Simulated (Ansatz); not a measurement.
The parent structure is HfRu in the CsCl type structure (space group Pm-3m, No. 221; a = 3.209 Å; relaxed with 0.1 eV smearing). Axes: x, y, z lie along the cube axes.

Level of theory: PBEsol in Ansatz (plane waves to 420 eV, PAW, no spin-orbit coupling).

Modification: every lattice vector is shortened by 1.37 %; the atoms relax in the strained cell.

### Question
Predict the stress tensor and what it implies for the stiffness.

### Answer
Stress of the strained cell less that of the base (GPa, compression positive):
```
    9.6     0.0     0.0
    0.0     9.6     0.0
    0.0     0.0     9.6
```

Then B = −ΔP/(ΔV/V₀) with ΔV/V₀ = -0.0405 gives secant stiffness values (nonlinear terms included at this strain): B ≈ 237 GPa.

As a check, the harmonic strain energy −½ V₀ Δσ:ε is 20 meV/atom; the computed energy rise is 19 meV/atom.

Stability against distortions was not tested. All final runs are without spin polarisation.

Ansatz is a first-principles code.
